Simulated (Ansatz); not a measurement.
## Pressure series in hypothetical zinc blende KF

Start from KF in the zinc blende structure (space group F-43m, No. 216; a = 5.950 Å; a hypothetical phase, not in the database extracts checked).

Cell and atoms are relaxed at each pressure.

Method: PBE in Ansatz (plane waves to 420 eV, PAW, no spin-orbit coupling).

Notes on the quantities. enthalpy: H = E + PV relative to the base's energy.

| change | electron mass | volume per atom | band gap | enthalpy |
|---|---|---|---|---|
| base | 0.63 mₑ (at Γ) | 26.33 Å³ | 5.06 eV | – |
| pressure −1 GPa | 0.64 mₑ (at Γ) | 27.84 Å³ | 4.91 eV | -0.17 eV/atom |
| pressure 1.8 GPa | 0.62 mₑ (at Γ) | 24.47 Å³ | 5.26 eV | +0.28 eV/atom |
| pressure 4.2 GPa | 0.61 mₑ (at Γ) | 22.75 Å³ | 5.46 eV | +0.64 eV/atom |
| pressure 9 GPa | 0.60 mₑ (at Γ) | 20.55 Å³ | 5.75 eV | +1.28 eV/atom |
| pressure 30 GPa | 0.57 mₑ (at Γ) | 16.25 Å³ | 6.38 eV | +3.65 eV/atom |
| pressure 45 GPa | 0.56 mₑ (at Γ) | 14.74 Å³ | 6.62 eV | +5.09 eV/atom |
| pressure 60 GPa | 0.55 mₑ (at Γ) | 13.68 Å³ | 6.78 eV | +6.42 eV/atom |

Load acts through the strain it causes; cell and atoms are relaxed under it. Effective masses come from finite differences of ±0.01 Å⁻¹. No phonon test of stability was made. Competing high-pressure phases were not computed.

Ansatz is a quantum-chemistry and plane-wave program.
